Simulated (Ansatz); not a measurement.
**Effect of biaxial strain −0.42 %, plane normal [111], relaxed out of plane on Pd**

Consider Pd in the fcc (Cu type) structure (space group Fm-3m, No. 225; a = 3.910 Å; relaxed with 0.1 eV smearing). Axes: x, y, z lie along the cube axes.

The change: biaxial strain −0.42 %, plane normal [111], relaxed out of plane (Cartesian); in-plane vectors clamped, the third vector and the atoms free.

Level of theory: r2SCAN in Ansatz (plane waves to 500 eV, PAW, no spin-orbit coupling). k-mesh 29×29×29 (Γ-centred); smearing 0.1 eV (Fermi–Dirac).

```csv
quantity,base,changed,shift
volume per atom,14.95 Å³,14.88 Å³,-0.07 Å³
space group,Fm-3m (No. 225),R-3m (No. 166),–
shortest interatomic distance,276.5 pm,275.3 pm,-1.2 pm
energy relative to the base (free energy F),0 meV/atom,+0.5 meV/atom,+0.5 meV/atom
band gap,zero,zero,–
out-of-plane strain,–,+0.40 %,–
mean in-plane stress (compression positive),–,+1.2 GPa,–
```

Final structure (turned so that z lies along the plane normal):

```xyz
1
Lattice="2.7535 0.0000 0.0000 1.3767 2.3846 0.0000 1.3767 -0.7949 2.2668" Properties=species:S:1:pos:R:3 pbc="T T T"
Pd     0.0000     0.0000     0.0000
```

Cost of the whole job for the changed cell (relaxation, final SCF and bands): about 4 core-minutes (a rough figure).

Stability against distortions was not tested. The final runs are not spin-polarised. Pd has a high density of states at the Fermi level and may be magnetic at this level.

Ansatz is a program for electronic structure.
